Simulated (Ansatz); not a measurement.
The parent structure is Pt in the fcc (Cu type) structure (space group Fm-3m, No. 225; a = 3.942 Å; relaxed with 0.1 eV smearing). Axes: x, y, z lie along the cube axes.

Method: r2SCAN, PAW, 500 eV (Ansatz, a program for electronic structure; no SOC).

Strains are applied to the cell and any free atomic positions relax; under biaxial strain the out-of-plane vector relaxes too.

One change was made to it. Results:

```json
[
 {"quantity": "band gap", "base": "zero", "after": "zero"},
 {"quantity": "pressure (mean of the normal stresses, compression positive)", "base": "0.0 GPa", "after": "-3.1 GPa"}
]
```

Which change produced these results?
A. biaxial strain +2.00 %, plane normal [001], relaxed out of plane
B. biaxial strain +3.00 %, plane normal [001], relaxed out of plane
C. biaxial strain +1.00 %, plane normal [001], relaxed out of plane

B, biaxial strain +3.00 %, plane normal [001], relaxed out of plane. For comparison, the pressure in the other runs: biaxial strain +1.00 %, plane normal [001], relaxed out of plane gives -1.4 GPa; biaxial strain +2.00 %, plane normal [001], relaxed out of plane gives -2.4 GPa.

No phonon test of stability was made. The final runs are not spin-polarised.
